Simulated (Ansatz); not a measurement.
The starting structures come from a database of crystals and need not be the phases stable at ambient conditions.

 Where the default PAW files enter, the runs use the earlier of Ansatz's two default sets.

Crystal: Mg2H6Ru (Fm-3m, not sure to be the ambient phase, 9 atoms a cell, 8.0 Å³ an atom); planes in its conventional cell.

Method: PBEsol (plane waves, PAW; Ansatz, a program for electronic structure).

The gap is the functional's own, uncorrected, and κ follows it; spin-orbit coupling is left out. Mid-gap values are interpolated between the computed energies.

```json
[
 {"plane": "(110)", "area of the cell (Å²)": "30.8", "mid-gap κ (1/Å)": "0.32", "largest κ in the gap (1/Å)": "0.33"},
 {"plane": "(001)", "area of the cell (Å²)": "21.7", "mid-gap κ (1/Å)": "___", "largest κ in the gap (1/Å)": "___"},
 {"plane": "(111)", "area of the cell (Å²)": "18.8", "mid-gap κ (1/Å)": "___", "largest κ in the gap (1/Å)": "___"}
]
```

**Question.** The slowest decay depends on the direction. Supply the withheld values.

**Answer.** 
- (001), mid-gap κ (1/Å): 0.35
- (001), largest κ in the gap (1/Å): 0.37
- (111), mid-gap κ (1/Å): 0.38
- (111), largest κ in the gap (1/Å): 0.38
